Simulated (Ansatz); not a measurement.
Results of PBE0 in Ansatz (PAW) for Bi₂Te₃ (model structure, started from the A-La2O3 type, P-3m1, No. 164, 5 atoms in the cell).

Run with plane-wave cutoff 460 eV, 6×6×2 k mesh (along the axes of the cell as run), Fermi–Dirac smearing 0.01 eV, scalar-relativistic PAW data made under PBE.

Cell (relaxed with PBEsol):

```xyz
5
Lattice="4.3507 0.0000 0.0000 -2.1754 3.7678 0.0000 0.0000 0.0000 10.5532" Properties=species:S:1:pos:R:3 pbc="T T T"
Bi     0.0000     2.5119     2.0269
Bi     2.1754     1.2559     8.5263
Te     0.0000     0.0000     0.0000
Te     0.0000     2.5119     6.7957
Te     2.1754     1.2559     3.7576
```

Task: Estimate the band gap that the calculation returns.

Result: 
band gap: 1.44 eV (on the SCF k mesh)

Note: the relaxation could raise the start's symmetry but not lower it, so the cell can be a saddle point; cell and atoms aren't relaxed at this level (largest force component 0.20 eV/Å, pressure 0.9 GPa).

Spin–orbit coupling is not included; with these elements it can move the gap by several tenths of an eV or more.

Computed values are for the static lattice.

A model structure was made by putting elements into a prototype or built by hand; it is no filed structure, need not be a known phase, and can be a saddle point held by its symmetry.

Ansatz is a quantum-chemistry and plane-wave program.
